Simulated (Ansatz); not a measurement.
Here is the system:

```yaml
crystal:
  lattice:
    - [6.47070, 0.03305, 0.07114]
    - [0.03305, 6.16536, -0.05288]
    - [0.03868, -0.02876, 3.41370]
  atoms:
    - { symbol: Ta, position: [0.50000, 0.50000, 0.50000] }
    - { symbol: Ta, position: [0.00000, 0.00000, 0.00000] }
    - { symbol: Se, position: [0.82151, 0.75897, 0.49917] }
    - { symbol: Se, position: [0.32121, 0.74137, 0.01093] }
    - { symbol: Se, position: [0.67879, 0.25863, 0.98907] }
    - { symbol: Se, position: [0.17849, 0.24103, 0.50083] }
```

No spin polarisation.

Method: PBEsol in Ansatz (plane waves to 420 eV, PAW, no SOC). k-mesh 8×8×14 (Γ-centred); smearing 0.05 eV (Fermi–Dirac).

What is the computed band gap?

Zero.

Estimate the space group.

P-1 (No. 2).

What pressure (mean of the normal stresses, compression positive) does the calculation give?

-2.2 GPa.

The cells carry an imposed strain or load. No phonon test of stability was made. The final runs are not spin-polarised. Under strain tensor (xx, yy, zz, yz, xz, xy) = (+2.78, −2.07, −0.28, −0.84, +1.13, +0.53) % the cell ends below the base's energy or with stress of the wrong sign: the atoms slid into a distortion or the cell is elastically unstable, so the base is not a stable minimum at this level. The cell was made from TaSe2 in the rutile structure (space group P4_2/mnm, No. 136; a hypothetical phase, not in the database extracts checked) by this change: strain tensor (xx, yy, zz, yz, xz, xy) = (+2.78, −2.07, −0.28, −0.84, +1.13, +0.53) %. TaSe2 has a high density of states at the Fermi level and may be magnetic at this level.

Ansatz is an electronic-structure program.
